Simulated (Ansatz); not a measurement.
The starting structures come from a database of crystals and need not be the phases stable at ambient conditions.

Evanescent states of MoSe₂ (P-3m1, not sure to be the ambient phase, 12 atoms a cell, 19.7 Å³ an atom) along the normal of (001)

These are PBEsol (plane waves, PAW; Ansatz, a quantum-chemistry and plane-wave program) values and carry that method's errors.

No gap correction and no spin-orbit coupling; mid-gap values are interpolated between computed energies.

Energies count from the valence-band top; κ is the least over a 12×12 mesh across the current.

```tsv
E (eV)	κ (1/Å)	where
0.03	0.115	Γ
0.09	0.209	Γ
0.15	0.212	off Γ
0.21	0.206	off Γ
0.27	0.198	off Γ
0.33	0.189	off Γ
0.39	0.179	off Γ
0.45	0.167	off Γ
0.51	0.152	off Γ
0.57	0.134	off Γ
0.63	0.110	off Γ
0.69	0.076	off Γ
```

### Question
How thick must the barrier be to attenuate the transmission by 10^8 when the electrodes' Fermi level lies at 0.39 eV, and what attenuation does that film give at 0.63 eV?

### Answer
d = 8 ln 10 / (2 × 0.179) = 51.5 Å. At 0.63 eV it gives 8 × 0.110/0.179 = 4.9 decades.
